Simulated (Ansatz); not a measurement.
The cell is built on a prototype and need not be the phase stable at ambient conditions.

By PBEsol, the system below comes out a metal.

Without scattering a metal conducts by its projected Fermi surface.

Here is the system:

```
CELL_PARAMETERS angstrom
      5.99956     0.00000     0.00000
      0.00000     5.99956     0.00000
      2.99978    -2.99978     4.24233
ATOMIC_POSITIONS crystal
  Sn 0.87500 0.37500 0.25000
  Sn 0.37500 0.87500 0.75000
  Sn 0.87500 0.87500 0.75000
  Sn 0.87500 0.87500 0.25000
  Au 0.25000 0.25000 0.50000
  Au 0.50000 0.50000 0.00000
```

Space group of this cell: Fd-3m, cubic Laves (MgCu2 type). The cell was relaxed by PBE-D3(BJ); by PBEsol its mean pressure is -0.9 GPa.

The current flows along the normal of the first two printed cell vectors. No spin-orbit coupling; the value is a mean over 0.1 eV about the Fermi level.

**Question.** Predict the ballistic conductance per area from PBEsol run with Ansatz (a quantum-chemistry and plane-wave program).

**Answer.** 0.70 × 10¹⁵ S/m² for both spins.
